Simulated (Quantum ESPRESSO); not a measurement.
Worked example: self-consistent single point of Lu₃TlC (Pm-3m, 5 atoms in the cell) in Quantum ESPRESSO.

Method of the run: LDA (PZ), PSlibrary ultrasoft (LDA) pseudopotentials (plane waves; Quantum ESPRESSO).

```
CELL_PARAMETERS angstrom
      4.74607     0.00000     0.00000
      0.00000     4.74607     0.00000
      0.00000     0.00000     4.74607
ATOMIC_POSITIONS crystal
  Lu 0.50000 0.00000 0.50000
  Lu 0.00000 0.50000 0.50000
  Lu 0.50000 0.50000 0.00000
  Tl 0.00000 0.00000 0.00000
  C  0.50000 0.50000 0.50000
```

Reference input (self-consistent single point, DFT, PBEsol, plane waves, PSlibrary ultrasoft (PBE) pseudopotentials): ecutwfc = 50 Ry; ecutrho = 400 Ry; occupations = smearing; smearing = gauss; degauss = 0.0099958 Ry; input_dft = pbesol; K_POINTS = automatic 5 5 5 0 0 0; conv_thr = 1e-10 Ry; mixing_beta = 0.4. This run's input differs from it in these lines:

```diff
@@ -15,3 +15,3 @@
    ecutwfc = 50,
-   ecutrho = 400,
+   ecutrho = 450,
    occupations = 'smearing',
@@ -19,3 +19,2 @@
    degauss = 0.0099958,
-   input_dft = 'pbesol',
 /
@@ -26,5 +25,5 @@
 ATOMIC_SPECIES
-Lu   174.9668  Lu.pbe-spdn-rrkjus_psl.1.0.0.UPF
-Tl   204.3800  Tl.pbe-dn-rrkjus_psl.1.0.0.UPF
-C     12.0110  C.pbe-n-rrkjus_psl.1.0.0.UPF
+Lu   174.9668  Lu.pz-spdn-rrkjus_psl.1.0.0.UPF
+Tl   204.3800  Tl.pz-dn-rrkjus_psl.1.0.0.UPF
+C     12.0110  C.pz-n-rrkjus_psl.1.0.0.UPF
 ATOMIC_POSITIONS crystal
```

Output (repeated stretches shortened):

```
     Self-consistent Calculation

     iteration #  1     ecut=    50.00 Ry     beta= 0.40

---- Real-time Memory Report at c_bands before calling an iterative solver
           419 MiB given to the printing process from OS
            90 MiB allocation reported by mallinfo(arena+hblkhd)
------------------

     total energy              =    -503.50475062 Ry
     estimated scf accuracy    <       1.52889605 Ry

     iteration #  2     ecut=    50.00 Ry     beta= 0.40

---- Real-time Memory Report at c_bands before calling an iterative solver
           450 MiB given to the printing process from OS
   [... lines left out ...]

---- Real-time Memory Report at c_bands before calling an iterative solver
           464 MiB given to the printing process from OS
           133 MiB allocation reported by mallinfo(arena+hblkhd)
------------------

     total energy              =    -503.98856355 Ry
     estimated scf accuracy    <          6.7E-10 Ry

     iteration # 13     ecut=    50.00 Ry     beta= 0.40

---- Real-time Memory Report at c_bands before calling an iterative solver
           464 MiB given to the printing process from OS
           133 MiB allocation reported by mallinfo(arena+hblkhd)
------------------
     End of self-consistent calculation

     the Fermi energy is    11.3729 ev

!    total energy              =    -503.98856355 Ry
     estimated scf accuracy    <          4.6E-11 Ry
     smearing contrib. (-TS)   =      -0.00071663 Ry
     internal energy E=F+TS    =    -503.98784692 Ry

     convergence has been achieved in  13 iterations

     Forces acting on atoms (cartesian axes, Ry/au):

     atom    1 type  1   force =     0.00000000    0.00000000    0.00000000
   [... zero for the other atoms too ...]

     Total force =     0.000000     Total SCF correction =     0.000000

          total   stress  (Ry/bohr**3)                   (kbar)     P=      -58.77
  -0.00039954   0.00000000   0.00000000          -58.77        0.00        0.00
   0.00000000  -0.00039954   0.00000000            0.00      -58.77        0.00
   0.00000000   0.00000000  -0.00039954            0.00        0.00      -58.77

   JOB DONE.
```

The run converged in 13 iterations. Against the reference run the pressure goes from -2.75 to -5.88 GPa.

The starting cell comes from a database of computed structures (which also holds hypothetical and non-ambient phases and stackings), without a prior relaxation at this level. With a pressure of about -6 GPa the cell is away from its equilibrium volume at this level.

Cost on one core of a shared machine: roughly 60 s.
